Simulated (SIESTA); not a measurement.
## Worked example: self-consistent single point of NiO (Fm-3m, 4 atoms in the cell) in SIESTA

Method: GGA PBE, numerical atomic orbitals DZP, PseudoDojo PBE standard norm-conserving potentials (rewritten from UPF to PSML) run with SIESTA.

Input as run:

```
# files in the folder: Ni.psml O.psml (PseudoDojo PBE standard)
SystemName  NiO
SystemLabel siesta

NumberOfAtoms                4
NumberOfSpecies              2
%block ChemicalSpeciesLabel
  1 28 Ni
  2 8 O
%endblock ChemicalSpeciesLabel
LatticeConstant              5.119434 Ang
%block LatticeVectors
     0.816496511    0.408248256    0.408248256
     0.408248256    0.816496511    0.408248256
     0.408248256    0.408248256    0.816496511
%endblock LatticeVectors
AtomicCoordinatesFormat      ScaledCartesian
%block AtomicCoordinatesAndAtomicSpecies
     0.000000000    0.000000000    0.000000000  1
     0.816496511    0.816496511    0.816496511  1
     0.408248256    0.408248256    0.408248256  2
     1.224744767    1.224744767    1.224744767  2
%endblock AtomicCoordinatesAndAtomicSpecies

XC.functional                GGA
XC.authors                   PBE
PAO.BasisSize                DZP
PAO.EnergyShift              0.01 Ry
MeshCutoff                   400 Ry
%block kgrid.MonkhorstPack
    6   0   0  0.0
    0   6   0  0.0
    0   0   6  0.0
%endblock kgrid.MonkhorstPack
OccupationFunction           FD
ElectronicTemperature        232.09 K
Spin                         polarized
%block DM.InitSpin
  1 +2.00
  2 -2.00
  3 +0.00
  4 +0.00
%endblock DM.InitSpin

MaxSCFIterations             150
SCF.Mixer.Method             Broyden
SCF.Mixer.Weight             0.1
SCF.Mixer.History            6
SCF.DM.Tolerance             1.0E-05
Diag.ParallelOverK           true
WriteForces                  true
Charge.Mulliken              end
```

Output, abridged:

```
reinit: Reading from file input.fdf

reinit: System Name: NiO
reinit: System Label: siesta

NOTE on units for spin output:
{S} is the spin magnetic moment, in units of the Bohr magneton,
assuming a g-factor for the electron spin of exactly 2.
The spin magnetic moment is then numerically equal to the charge inbalance,
in units of electrons, between the spin-up and -down channels.

coor:   Atomic-coordinates input format  =     Cartesian coordinates
coor:                                          (in units of alat)

siesta: Atomic coordinates (Bohr) and species
siesta:      0.00000   0.00000   0.00000  1        1
siesta:      7.89906   7.89906   7.89906  1        2
siesta:      3.94953   3.94953   3.94953  2        3
siesta:     11.84858  11.84858  11.84858  2        4

siesta: System type = bulk

initatomlists: Number of atoms, orbitals, and projectors:      4    64    62

siesta: ******************** Simulation parameters ****************************
redata: Spin configuration                          = collinear
redata: Time-Reversal Symmetry                      = T
redata: Number of Atomic Species                    =        2
redata: Mesh Cutoff                                 =   400.0000 Ry
redata: Net charge of the system                    =     0.0000 |e|
redata: Min. number of SCF Iter                     =        0
redata: Max. number of SCF Iter                     =      150
redata: SCF convergence failure will abort job
redata: SCF mix quantity                            = Hamiltonian
redata: Mix DM or H after convergence               =   F
redata: Recompute H after scf cycle                 =   F
redata: Mix DM in first SCF step                    =   T
redata: No kicks to SCF
redata: DM Mixing Weight for Kicks                  =     0.5000
redata: Require Harris convergence for SCF          =   F
redata: Harris energy tolerance for SCF             =     0.000100 eV
   [... lines left out ...]
diag: Used triangular part                          = Lower
diag: Absolute tolerance                            =  0.100E-15
diag: Orthogonalization factor                      =  0.100E-05
diag: Memory factor                                 =  1.0000

superc: Internal auxiliary supercell:     7 x     7 x     7  =     343
superc: Number of atoms, orbitals, and projectors:   1372  21952  21266

                        Single-point calculation

superc: Internal auxiliary supercell:     7 x     7 x     7  =     343
superc: Number of atoms, orbitals, and projectors:   1372  21952  21266

outcell: Unit cell vectors (Ang):
        4.180000    2.090000    2.090000
        2.090000    4.180000    2.090000
        2.090000    2.090000    4.180000

outcell: Cell vector modules (Ang)   :    5.119434    5.119434    5.119434
outcell: Cell angles (23,13,12) (deg):     33.5573     33.5573     33.5573
outcell: Cell volume (Ang**3)        :     36.5173
new_DM -- step:     1
Initializing Density Matrix...

Attempting to read DM from file... Failed...
DM filled with atomic data (user-defined):

InitMesh: MESH = 60 x 60 x 60 = 216000
InitMesh: Mesh cutoff (required, used) =   400.000   427.084 Ry

stepf: Fermi-Dirac step function
        iscf     Eharris(eV)        E_KS(eV)     FreeEng(eV)     dDmax    Ef(eV) dHmax(eV)
   scf:    1    -9995.781252   -10013.668411   -10013.679675  0.682703 -0.653531 15.736146
     spin moment: {S} , |S| = {        0.0        0.0    0.00000 }     0.00000
   scf:    2   -10029.370387   -10022.339535   -10022.341148  0.139535 -1.672132  9.746269
     spin moment: {S} , |S| = {        0.0        0.0   -0.00000 }    -0.00000
   scf:    3   -10027.515120   -10026.897235   -10026.897235  0.122493 -3.062967  1.088723
     spin moment: {S} , |S| = {        0.0        0.0    0.00000 }     0.00000
   scf:    4   -10026.705811   -10026.808610   -10026.808610  0.013524 -3.042651  1.624111
     spin moment: {S} , |S| = {        0.0        0.0    0.00000 }     0.00000
   scf:    5   -10026.986955   -10026.985658   -10026.985658  0.082772 -3.411167  0.534118
     spin moment: {S} , |S| = {        0.0        0.0   -0.00000 }    -0.00000
   scf:    6   -10026.968829   -10026.978328   -10026.978328  0.004387 -3.373793  0.639514
   [... lines left out ...]
   scf:   13   -10027.002980   -10027.002980   -10027.002980  0.000041 -3.326517  0.002048
     spin moment: {S} , |S| = {        0.0        0.0    0.00000 }     0.00000
   scf:   14   -10027.002980   -10027.002980   -10027.002980  0.000041 -3.327067  0.001488
     spin moment: {S} , |S| = {        0.0        0.0    0.00000 }     0.00000
   scf:   15   -10027.002980   -10027.002980   -10027.002980  0.000040 -3.327556  0.001012
     spin moment: {S} , |S| = {        0.0        0.0    0.00000 }     0.00000
   scf:   16   -10027.002980   -10027.002980   -10027.002980  0.000025 -3.327880  0.000698
     spin moment: {S} , |S| = {        0.0        0.0    0.00000 }     0.00000
   scf:   17   -10027.002980   -10027.002980   -10027.002980  0.000014 -3.328077  0.000496
     spin moment: {S} , |S| = {        0.0        0.0    0.00000 }     0.00000
   scf:   18   -10027.002980   -10027.002980   -10027.002980  0.000009 -3.328193  0.000416
     spin moment: {S} , |S| = {        0.0        0.0    0.00000 }     0.00000
SCF Convergence by DM+H criterion
max |DM_out - DM_in|         :     0.0000092786
max |H_out - H_in|      (eV) :     0.0004155493
SCF cycle converged after 18 iterations

Using DM_out to compute the final energy and forces

siesta: E_KS(eV) =           -10027.0030

siesta: E_KS - E_eggbox =    -10027.0030

siesta: Atomic forces (eV/Ang):
     1   -0.000000   -0.000000   -0.000000
     2    0.000001    0.000001    0.000001
     3    0.000000    0.000000    0.000000
     4   -0.000000   -0.000000   -0.000000
   Tot    0.000001    0.000001    0.000000
   Max    0.000001
   Res    0.000000    sqrt( Sum f_i^2 / 3N )
   Max    0.000001    constrained

Stress tensor Voigt[x,y,z,yz,xz,xy] (kbar):       56.51       56.51       56.51        2.69        2.69        2.69
(Free)E + p*V (eV/cell)   -10028.2909
Target enthalpy (eV/cell)   -10027.0030

siesta: Program's energy decomposition (eV):
siesta: Ebs     =     -1505.548945
siesta: Eions   =     12886.708416
siesta: Ena     =       874.069091
siesta: Ekin    =      4938.346249
siesta: Enl     =     -1603.641633
siesta: Eso     =         0.000000
siesta: Edftu   =         0.000000
siesta: DEna    =        44.426848
siesta: DUscf   =         2.363258
siesta: DUext   =         0.000000
siesta: Ex      =     -1322.031416
siesta: Ec      =       -73.826962
siesta: Exc     =     -1395.858378
siesta: Eharris =    -10027.002980
siesta: Etot    =    -10027.002980
siesta: FreeEng =    -10027.002980

siesta: Stress tensor (static) (eV/Ang**3):
siesta:     0.035269    0.001677    0.001677
siesta:     0.001677    0.035269    0.001677
siesta:     0.001677    0.001677    0.035269

siesta: Cell volume =         36.517316 Ang**3

siesta: Pressure (static):
siesta:                Solid            Molecule  Units
siesta:          -0.00038412         -0.00038412  Ry/Bohr**3
siesta:          -0.03526871         -0.03526872  eV/Ang**3
siesta:         -56.50671105        -56.50672226  kBar

mulliken: Atomic and Orbital Populations:

mulliken: Spin UP

Species: Ni
Atom  Qatom  Qorb
               3s      4s      4s      3py     3pz     3px     4py     4pz
   [... lines left out ...]

mulliken: Qtot =       24.000

mulliken: Spin DOWN

Species: Ni
Atom  Qatom  Qorb
               3s      4s      4s      3py     3pz     3px     4py     4pz
               4px     3dxy    3dyz    3dz2    3dxz    3dx2-y2 3dxy    3dyz
               3dz2    3dxz    3dx2-y2
   1  8.035   1.000   0.412  -0.146   1.005   1.005   1.005   0.112   0.112
              0.112   1.032   1.032   0.273   1.032   0.273  -0.063  -0.063

             -0.017  -0.063  -0.017
   2  9.426   0.998   0.380  -0.128   1.004   1.004   1.004   0.107   0.107
              0.107   1.004   1.004   0.921   1.004   0.921  -0.029  -0.029

              0.037  -0.029   0.037

Species: O
Atom  Qatom  Qorb
               2s      2s      2py     2pz     2px     2py     2pz     2px
               3Pdxy   3Pdyz   3Pdz2   3Pdxz   3Pdx2-y2
   3  3.270   0.858   0.018   0.841   0.841   0.841  -0.054  -0.054  -0.054
              0.008   0.008   0.004   0.008   0.004
   4  3.270   0.858   0.018   0.841   0.841   0.841  -0.054  -0.054  -0.054
              0.008   0.008   0.004   0.008   0.004

mulliken: Qtot =       24.000

Mulliken Atomic Populations:
Atom #   charge [q] valence [e]      Sz [e]  Species
     1     0.539153   17.460847    1.390680  Ni
     2     0.539153   17.460847   -1.390680  Ni
     3    -0.539153    6.539153   -0.000000  O
     4    -0.539153    6.539153   -0.000000  O
 Total     0.000000                0.000000
```

The run converged in 18 iterations.

The starting cell has typed, rounded lattice constants, without a prior relaxation at this level. The magnetic order is the one reached from the typed start; others were not searched systematically. Values carry the incompleteness of an atom-centred basis. With a pressure of about -6 GPa the cell is away from its equilibrium volume at this level.

Cost on one core of a shared machine: roughly 2 min.
